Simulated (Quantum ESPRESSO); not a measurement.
## Converging the SCF threshold: SnO2 (P2, 6 atoms in the cell)

```
CELL_PARAMETERS angstrom
      4.80236     0.00000     0.00000
      0.00000     4.88118     0.00000
      0.00000     0.00000     3.25062
ATOMIC_POSITIONS crystal
  Sn 0.50000 0.50000 0.51538
  Sn 0.00000 0.00000 0.00000
  O  0.29185 0.32104 0.00000
  O  0.70815 0.67896 0.00000
  O  0.79185 0.17896 0.50000
  O  0.20815 0.82104 0.50000
```

Level of theory: LDA (PZ), GBRV 1.5 ultrasoft (LDA) pseudopotentials (plane waves; Quantum ESPRESSO 7.5).

Base settings: ecutwfc = 40 Ry; ecutrho = 200 Ry; occupations = fixed; potentials = {Sn: sn_lda_v1.4.uspp.F.UPF, O: o_lda_v1.2.uspp.F.UPF}; K_POINTS = automatic 3 2 3 0 0 0; nbnd = 30; conv_thr = 1e-11 Ry; mixing_beta = 0.7.

The mesh stays at the base's, so the ladder's end is converged at best in this setting alone.

Only quantities that move along the ladder and can be compared are tabulated; the gap is left out on so coarse a mesh.

The count of work is k-points × plane waves × bands × iterations; it is no time. 

The starting cell comes from a database of computed structures (which also holds hypothetical and non-ambient phases and stackings), without a prior relaxation at this level. Its lattice was rescaled by up to half a per cent. One atom was moved a little off its site on purpose. In the base run, with a pressure of about -12 GPa the cell is away from its equilibrium volume at this level.

Steps (conv_thr): 0.0073 Ry; 0.00073 Ry; 7.3e-05 Ry; 7.3e-06 Ry; 7.3e-07 Ry; 7.3e-08 Ry; 7.3e-09 Ry; 7.3e-10 Ry; 1e-11 Ry; 7.3e-12 Ry; 7.3e-14 Ry.

What is the coarsest conv_thr that holds the forces within 0.01 eV/Å of the last step, with all finer ones?

7.3e-06 Ry, at 0.44 of the last step's count of work; the step before is off by 0.027 eV/Å.

What is the coarsest conv_thr that holds the pressure within 0.05 GPa of the last step, with all finer ones?

7.3e-09 Ry; the step before is off by 0.06 GPa.

What is the coarsest conv_thr that holds the free energy within 1 meV/atom of the last step, with all finer ones?

0.00073 Ry, at 0.31 of the last step's count of work; the step before is off by 1.4 meV/atom.

```tsv
conv_thr	free energy less the last step's (meV/atom)	pressure (GPa)	largest difference of a force vector from the last step's (eV/Å)	count of work / last
0.0073 Ry	1.37	-37.39	0.078	0.25
0.00073 Ry	0.10	-15.65	0.027	0.31
7.3e-05 Ry	0.10	-15.65	0.027	0.31
7.3e-06 Ry	0.01	-11.60	0.005	0.44
7.3e-07 Ry	0.00	-11.34	0.003	0.50
7.3e-08 Ry	0.00	-11.75	0.001	0.56
7.3e-09 Ry	0.00	-11.81	0.000	0.62
7.3e-10 Ry	0.00	-11.81	0.000	0.69
1e-11 Ry	0.00	-11.81	0.000	0.81
7.3e-12 Ry	0.00	-11.81	0.000	0.81
7.3e-14 Ry	0.00	-11.81	0.000	1.0
```

Two neighbours can agree and both be off: 0.00073 Ry and 7.3e-05 Ry differ by 0.00 GPa in the pressure, yet lie about 3.8 GPa from the last step.
